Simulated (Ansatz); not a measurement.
Take In2Si2O7 (space group C2/m, No. 12) as the base.

```
CELL_PARAMETERS angstrom
      3.31601    -4.32478     0.00000
      3.31601     4.32478     0.00000
     -1.03639     0.00000     4.61007
ATOMIC_POSITIONS crystal
  In 0.30760 0.69240 0.00000
  In 0.69240 0.30760 0.00000
  Si 0.22170 0.22170 0.40975
  Si 0.77830 0.77830 0.59025
  O  0.92110 0.60754 0.78140
  O  0.07890 0.39246 0.21860
  O  0.39246 0.07890 0.21860
  O  0.60754 0.92110 0.78140
  O  0.00000 0.00000 0.50000
  O  0.60785 0.60785 0.28250
  O  0.39215 0.39215 0.71750
```

Cartesian axes are those of the cell as printed.

The values are results of Kohn–Sham DFT with the PBEsol functional, run in Ansatz (an electronic-structure program) with PAW and 420 eV plane waves, no SOC, not measurements.

Strains are applied to the cell and any free atomic positions relax; under biaxial strain the out-of-plane vector relaxes too.

One change was made to it. Results:

The pressure (mean of the normal stresses, compression positive) goes from zero to 2.90 GPa; the shortest interatomic distance shrinks by 0.007 Å, from 1.618 Å to 1.611 Å; the band gap grows by 0.11 eV to 2.98 eV.

Name the change that was made.
A. tensor shear ε_xz = +0.86 %
B. biaxial strain +1.44 %, plane normal [001], relaxed out of plane
C. uniaxial strain ε_xx = −1.62 %
D. biaxial strain −1.12 %, plane normal [001], relaxed out of plane

C, uniaxial strain ε_xx = −1.62 %. For comparison, the pressure in the other runs: biaxial strain −1.12 %, plane normal [001], relaxed out of plane gives 1.58 GPa; tensor shear ε_xz = +0.86 % gives -0.22 GPa; biaxial strain +1.44 %, plane normal [001], relaxed out of plane gives -1.92 GPa.

No phonon test of stability was made.
